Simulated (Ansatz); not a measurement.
Here is the system:

```
CELL_PARAMETERS angstrom
      4.60331     0.00000     0.00000
      0.00000     4.60331     0.00000
      0.00000     0.00000     3.15349
ATOMIC_POSITIONS crystal
  Sn 0.00000 0.00000 0.00000
  Sn 0.50000 0.50000 0.50000
  O  0.30541 0.30541 0.00000
  O  0.80541 0.19459 0.50000
  O  0.19459 0.80541 0.50000
  O  0.69459 0.69459 0.00000
```

No spin polarisation.

All numbers come from LDA (Ansatz, a program for electronic structure, PAW, spin-orbit coupling left out). Γ-centred 7×7×10 mesh, Fermi–Dirac width 0.05 eV.

Predict the hole mass, gap character and valence-band top at Γ.

Hole mass: 1.4 mₑ along c, 0.83 mₑ across (at Γ)
Gap character: direct at Γ
Valence-band top at Γ (three highest levels, from the VBM): 0.00, -0.84, -0.84 eV

Load acts through the strain it causes; cell and atoms are relaxed under it. Effective masses come from finite differences of ±0.01 Å⁻¹. Stability against distortions was not tested. Competing high-pressure phases were not computed. The cell was made from SnO2 in the rutile structure (space group P4_2/mnm, No. 136) by this change: pressure 15 GPa.
